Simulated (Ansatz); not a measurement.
Defect: P vacancy in zinc-blende AlP, charge state +1. Level of theory: PBE, PAW (plane waves to 420 eV; Ansatz, a program for electronic structure).

Settings: 64 host sites, the relaxed PBE lattice, a 2×2×2 k-point mesh shifted by half a step, smearing 0.01 eV, spin-restricted, no image-charge correction. Static, classical nuclei. The charge state is imposed; whether it is stable for some Fermi level was not computed. Forms of the defect that were not tried may lie lower.

Barriers: single points on a 3×3×3 k-point mesh shifted by half a step at the bands' geometries.

The only route run: one P atom jumps into the vacancy from a nearby P site; the atom moves 3.81 Å along (0.00, -0.49, -0.49) of the unit cell; the moving atom starts with neighbours 3 Al at 2.38, Al at 2.41 Å and ends with 3 Al at 2.38, Al at 2.41 Å. Its barrier is 2.49 eV. The saddle point's order was not checked, and it lies on a symmetry element of the cell, where a band can be held. The defect has 12 equivalent sites to jump to, 3.89 Å away. Attempt frequency: take 10 THz as a typical guess.

Problem. Estimate the defect's diffusion coefficient at 600 K, how far it wanders in 1 h, and how much an error of 0.1 eV in the barrier would matter.

Solution. kT = 0.0517 eV, so each jump happens at Γ = ν exp(−E/kT) = 1.0e13 × exp(−48.16) ≈ 1.2e-08 s⁻¹. For uncorrelated jumps in a cubic host D = z λ² Γ / 6 = 12 × (3.89e-8 cm)² × 1.2e-08 / 6 ≈ 3.6e-23 cm²/s. The root-mean-square distance is √(6Dt) ≈ 0.009 nm, less than one jump, so the defect is frozen in. An error of 0.1 eV changes D by a factor exp(0.1/kT) ≈ 6.9, and the distance by its square root. This is the isolated defect's own diffusivity; trapping, its concentration and zero-point motion are left out.
